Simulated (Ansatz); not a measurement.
Consider Al2O3 in the corundum structure (space group R-3c, No. 167; a = 4.8088 Å, c = 13.1238 Å (hexagonal axes)).

Calculations: PBE in Ansatz (plane waves to 420 eV, PAW, scalar-relativistic without spin-orbit coupling).

Before the change:

The valence-band top at Γ is 0.00, -0.03, -0.03 eV and the pressure is 0.00 GPa.

The change: an isotropic linear strain of +0.75 %, atoms relaxed at fixed cell.

What happens to the mean gap deformation potential ΔEg/Δln V?

The mean gap deformation potential ΔEg/Δln V amounts to -12.1 eV.

How does this affect the valence-band top at Γ?

The valence-band top at Γ (three highest levels, from the VBM) goes from 0.00, -0.03, -0.03 eV to 0.00, -0.02, -0.02 eV.

How does this affect the pressure?

The pressure (mean of the normal stresses, compression positive) goes from zero to -4.93 GPa.

What happens to the energy relative to the base?

The energy rises by 3.1 meV/atom.

Stability against distortions was not tested.

Ansatz is a program for electronic structure.
